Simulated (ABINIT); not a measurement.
**Several settings converged on Cs (Im-3m, 1 atom in the cell)**

```xyz
1
Lattice="-3.0347 3.0347 3.0347 3.0347 -3.0347 3.0347 3.0347 3.0347 -3.0347" Properties=species:S:1:pos:R:3 pbc="T T T"
Cs     0.0000     0.0000     0.0000
```

Base method: PBEsol, norm-conserving pseudopotentials (PseudoDojo nc-sr-04 PBEsol standard) (plane waves; ABINIT).

Base settings: pseudos = [Cs.upf]; ecut = 680 eV; ixc = -116133; occopt = 7; tsmear = 0.1 eV; ngkpt = 6 6 6; nshiftk = 1; shiftk = 0 0 0; potentials = PseudoDojo nc-sr-04 PBEsol standard; nband = 10.

The count of work is k-points × plane waves × bands × iterations; it is no time. Core times come from one kind of shared machine, to one figure; runs under 30 s give none.

**The k-point mesh**

Only quantities that move along the ladder and can be compared are tabulated.

```tsv
ngkpt	free energy less the last step's (meV/atom)	pressure (GPa)	count of work / last	core time / last (rough)
2 2 2	143.19	-0.61	0.013	–
4 4 4	46.07	-0.04	0.066	–
6 6 6	10.27	-0.05	0.13	–
7 7 7	-2.17	-0.06	0.17	0.2
9 9 9	-1.81	-0.06	0.26	0.3
11 11 11	-1.25	-0.06	0.47	0.5
12 12 12	1.41	-0.06	0.53	0.5
15 15 15	0.00	-0.06	1.0	1
```

Coarsest ngkpt that holds the free energy within 5 meV/atom of the last step, with all finer ones: 7 7 7, at 0.17 of the last step's count of work and about 0.2 of the last step's time; the step before is off by 10 meV/atom.

Coarsest ngkpt that holds the pressure within 0.2 GPa of the last step, with all finer ones: 4 4 4, at 0.066 of the last step's count of work; the step before is off by 0.54 GPa.

**The k-point mesh at a smearing width of 0.05 eV**

In this ladder: tsmear = 0.05 eV.

The second cell is the first with its lattice scaled by 0.98.

Only quantities that move along the ladder and can be compared are tabulated.

```tsv
ngkpt	free energy less the last step's (meV/atom)	energy of the compressed cell less the first (meV/atom)	pressure (GPa)	count of work / last	core time / last (rough)
3 3 3	-75.59	-3.21	-0.14	0.023	–
5 5 5	-5.16	-0.55	-0.08	0.057	–
7 7 7	-2.06	0.28	-0.06	0.12	0.1
10 10 10	3.54	0.11	-0.06	0.27	0.3
12 12 12	1.98	0.28	-0.05	0.37	0.4
18 18 18	0.00	0.18	-0.06	1.0	1
```

Coarsest ngkpt that holds the free energy within 1 meV/atom: not settled: the last two steps still differ by 2.0 meV/atom, over half the tolerance, so the ladder does not show it.

Coarsest ngkpt that holds the pressure within 0.05 GPa of the last step, with all finer ones: 5 5 5, at 0.057 of the last step's count of work; the step before is off by 0.08 GPa.

Coarsest ngkpt that holds the energy of the compressed cell less the first within 1 meV/atom of the last step, with all finer ones: 5 5 5, at 0.057 of the last step's count of work; the step before is off by 3.4 meV/atom.

**The width of Gaussian smearing**

In this ladder: ngkpt = 10 10 10.

Narrow widths need finer meshes than wide ones, so the last steps can hold mesh noise.

Only quantities that move along the ladder and can be compared are tabulated; pressure and forces are left out, as mesh noise rules them at narrow widths.

```tsv
tsmear	free energy less the last step's (meV/atom)	core time / last (rough)
1 eV	-286.64	1.0
0.5 eV	-74.76	0.9
0.3 eV	-27.55	1
0.1 eV	0.00	1
```

Widest tsmear that holds the free energy within 5 meV/atom: not settled: the last two steps still differ by 28 meV/atom, over half the tolerance, so the ladder does not show it.

On the base run: the starting cell has typed, rounded lattice constants, without a prior relaxation at this level. Its lattice was rescaled by up to half a per cent.

Left out of this page: 1 run of the series outside the window shown, repeating another row's setting, or not comparable.
